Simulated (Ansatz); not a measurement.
The reference is MgO in the rock salt structure (space group Fm-3m, No. 225; a = 4.159 Å). Axes: x, y, z lie along the cube axes.

The values are results of LDA/PAW in Ansatz (a program for electronic structure), without spin-orbit coupling, not measurements.

Base values:

```
Quantity                            Result
---------------------  -------------------
Valence-band top at Γ  0.00, 0.00, 0.00 eV
Electron mass               0.36 mₑ (at Γ)
Pressure                         -0.1 kbar
```

One thing is altered: biaxial strain +2.00 %, plane normal [001], relaxed out of plane (Cartesian); in-plane vectors clamped, the third vector and the atoms free.

### Question
How does this affect the valence-band top at Γ?

### Answer
The valence-band top at Γ (three highest levels, from the VBM) becomes 0.00, 0.00, -0.07 eV (base: 0.00, 0.00, 0.00 eV).

### Question
How does this affect the electron mass?

### Answer
The electron mass goes from 0.36 mₑ (at Γ) to 0.37 mₑ out of plane, 0.34 mₑ in plane (at Γ).

### Question
Estimate the effect on the pressure.

### Answer
The pressure (mean of the normal stresses, compression positive) decreases by 42.8 kbar, from -0.1 kbar to -42.9 kbar.

### Question
Predict the new ratio −ε⊥/ε∥.

### Answer
The ratio −ε⊥/ε∥ amounts to 0.56.

The levels and masses belong to the bands next to the band gap. Masses are band curvatures over ±0.01 Å⁻¹ around the edge. Whether these cells are dynamically stable was not tested.
